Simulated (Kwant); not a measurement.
System: wire with an antidot in a GaN two-dimensional gas. Effective mass 0.22 mₑ, grid spacing 3.3 nm, hard walls, nominal width 80 nm (25 grid rows, so walls 85.8 nm apart), one parabolic valley, scattering region 240 nm long along x; energies count from the band bottom; Fermi energy 0.0129 eV. Hard-wall hole of radius 20 nm, 0 nm off the axis. Perpendicular field swept from 0 to 3.2 T, also in the leads; orbital effect alone.

The device is made up for the run: typed textbook-type constants, with dimensions and the other settings drawn at random.

Kwant, effective-mass tight-binding model on a square grid, one spin, coherent transport at 0 K. Conductance is in e²/h.

Sweep values stay those of the base run.

The effective mass was swept, all else fixed.

```json
[
 {"effective mass (mₑ)": "0.13", "G (e²/h) at B = 0.7884 T": "2.00", "mean G (e²/h) over the sweep": "1.99", "G (e²/h) at B = 2.365 T": "1.98", "G (e²/h) at B = 3.200 T": "1.81"},
 {"effective mass (mₑ)": "0.18", "G (e²/h) at B = 0.7884 T": "2.78", "mean G (e²/h) over the sweep": "2.69", "G (e²/h) at B = 2.365 T": "2.64", "G (e²/h) at B = 3.200 T": "2.34"},
 {"effective mass (mₑ)": "0.22", "G (e²/h) at B = 0.7884 T": "3.85", "mean G (e²/h) over the sweep": "3.81", "G (e²/h) at B = 2.365 T": "3.80", "G (e²/h) at B = 3.200 T": "3.35"}
]
```

From the first row to the last the G at B = 0.7884 T goes from 2.00 to 3.85. From the first row to the last the mean G over the sweep goes from 1.99 to 3.81.
